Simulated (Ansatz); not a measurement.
Consider TiTe2 in the CdI2 type structure (space group P-3m1, No. 164; a = 3.618 Å, c = 6.225 Å; layered, stacked along the Cartesian z axis).

Calculations: DFT with PBEsol-D3(BJ), PAW potentials and a 420 eV plane-wave cutoff in Ansatz (a first-principles code), no SOC.

Base values:

```
Item        Value
--------  -------
Pressure  0.0 GPa
Band gap     zero
```

Now apply this change: every lattice vector is stretched by 4.48 %; the atoms relax in the strained cell.

Question: Predict the new largest internal atomic displacement.

Answer: The largest internal atomic displacement amounts to 0.112 Å.

Question: Estimate the effect on the pressure.

Answer: The pressure (mean of the normal stresses, compression positive) goes from zero to -4.8 GPa.

Question: Predict the new energy relative to the base.

Answer: The energy rises by 58 meV/atom.

Question: Estimate the effect on the band gap.

Answer: The band gap stays zero.

Whether these cells are dynamically stable was not tested. All final runs are without spin polarisation.
